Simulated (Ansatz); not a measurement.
Results of PBEsol (Ansatz, a first-principles code, PAW) for Gd2SO2 (P-3m1, No. 164, 5 atoms in the cell; start mp-4805).

Settings: plane-wave cutoff 520 eV, 12×12×6 k mesh (along the axes of the cell as run), Fermi–Dirac smearing 0.01 eV, spin-polarised start, scalar-relativistic PAW data made under PBE.

Cell (relaxed with PBEsol):

```
Gd2O2S
1.0
    3.81781     0.00000     0.00000
   -1.90891     3.30632     0.00000
    0.00000     0.00000     6.59472
Gd S O
2 1 2
Direct
  0.66667   0.33333   0.71926
  0.33333   0.66667   0.28074
  0.00000   0.00000   0.00000
  0.33333   0.66667   0.62947
  0.66667   0.33333   0.37053
```

Give the computed band gap and smallest direct gap on the k points sampled.


- band gap: 1.98 eV
- smallest direct gap on the k points sampled: 2.09 eV

Note: the magnetic order was assumed, not searched for or taken from measurement; the 4f shell is treated without U or exact exchange, so its levels and filling can be wrong.

Spin–orbit coupling is not included.

Static lattice: no zero-point or thermal effects.

A start named mp-… is a Materials Project structure, which need not be a measured phase.
